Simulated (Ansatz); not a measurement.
The starting structures come from a database of crystals and need not be the phases stable at ambient conditions.

 Where the default PAW files enter, the runs use the earlier of Ansatz's two default sets.

Tunnelling through a barrier is set by its complex band structure: the current falls as exp(−2κd) with the smallest κ.

```
CELL_PARAMETERS angstrom
      5.59538     0.00000     0.00000
     -2.79769     4.84574     0.00000
      2.79769     1.61525     4.48816
ATOMIC_POSITIONS crystal
  La 0.50356 0.25178 0.24466
  La 0.50356 0.75178 0.74466
  Ga 0.00722 0.50361 0.48917
  Ga 0.00722 0.00361 0.98917
  O  0.94223 0.75741 0.73346
  O  0.50913 0.18482 0.73346
  O  0.08172 0.32431 0.73346
  O  0.08172 0.25741 0.23346
  O  0.94223 0.68482 0.23346
  O  0.50913 0.82431 0.23346
```

Space group of this cell: R3c. The cell is taken as given; by r2SCAN its mean pressure is -4.8 GPa.

Transport runs along the normal of the first two printed cell vectors, the (001) plane of the conventional cell.

The gap is the functional's own, uncorrected, and κ follows it; spin-orbit coupling is left out. Mid-gap values are interpolated between the computed energies.

Question: Predict the band gap and the smallest decay constant κ at mid-gap from r2SCAN in Ansatz (a first-principles code).

Answer: Gap 4.06 eV on a 8×8×8 mesh; κ = 0.328 1/Å, at the zone centre.
